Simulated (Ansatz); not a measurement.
An Ansatz (a quantum-chemistry and plane-wave program) input (Kohn–Sham DFT with the r2SCAN functional, run in Ansatz with PAW and 500 eV plane waves, scalar-relativistic without spin-orbit coupling):

Ansatz 0.2 input:
```yaml
crystal:
  lattice:
    - [3.5187429433, 0, 0]
    - [0, 3.5187429433, 0]
    - [0, 0, 6.68235697]
  atoms:
    - { symbol: B, position: [0, 0.5, 0.25110353] }
    - { symbol: B, position: [0, 0.5, 0.74889647] }
    - { symbol: Al, position: [0.5, 0.5, 0] }
    - { symbol: B, position: [0.5, 0.5, 0.5] }
    - { symbol: B, position: [0.5, 0, 0.25110353] }
    - { symbol: B, position: [0.5, 0, 0.74889647] }
    - { symbol: Sc, position: [0, 0, 0] }
    - { symbol: Sc, position: [0, 0, 0.5] }
basis: { ecutwfc: 500, ecutrho_ratio: 4, xc_grid: 4, fft_grid_basis: typed }
kpoints: { mp_grid: { grid: [13, 13, 7] } }
hamiltonian:
  xc: r2scan
  dispersion: none
  pseudopotentials: { kind: paw }
scf: { occupations: { method: fermi_dirac, width: 0.05 }, convergence: { dr2_threshold: 0.0000000008 } }
output: { forces: true, stress: true }
checkpoint: { write: state.ck, write_every: 1000 }
```

Question: Which symmetry and how many k-points will the program report, and about how many plane waves at Γ?

Answer: Space group P4/mmm (ITA 123) with 16 operations, k-points 112 of 1183, and 2113 plane waves at Γ.

These are small ordered cells, not random alloys; other orderings at the same x differ. Whether these cells are dynamically stable was not tested. The final runs are not spin-polarised. The cell was made from ScAl3 by this change: x(B) = 0.833, 8 atoms, P4/mmm.
